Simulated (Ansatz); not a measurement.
The starting structures come from a database of crystals and need not be the phases stable at ambient conditions.

Where the default PAW files enter, the runs use the earlier of Ansatz's two default sets.

Inside the gap of an insulator the Bloch states are evanescent, with a wavenumber k + iκ along the transport direction.

```
HgO
1.0
    6.34500     0.00000     0.00000
    0.00000     8.84225     0.00000
    3.17250     0.00000     1.83164
Hg O
3 3
Direct
  0.23130   0.00000   0.53739
  0.76870   0.66667   0.23130
  0.00000   0.33333   0.23130
  0.55342   0.50000   0.89317
  0.44658   0.16667   0.55342
  0.00000   0.83333   0.55342
```

Space group of this cell: P3_221. The cell was relaxed by PBE-D3(BJ); by PBEsol its mean pressure is -2.9 GPa.

Transport runs along the normal of the first two printed cell vectors, the (110) plane of the conventional cell.

The gap is the functional's own. No spin-orbit coupling. Mid-gap values are those at the computed energy nearest the middle.

Problem. Predict the band gap and the smallest decay constant κ at mid-gap from PBEsol in Ansatz (an electronic-structure program).

Solution. Gap 1.37 eV on a 16×4×16 mesh; κ = 0.317 1/Å, at (-0.167, 0.250) of the in-plane reciprocal vectors. At the zone centre the slowest state has κ = 0.32 1/Å.
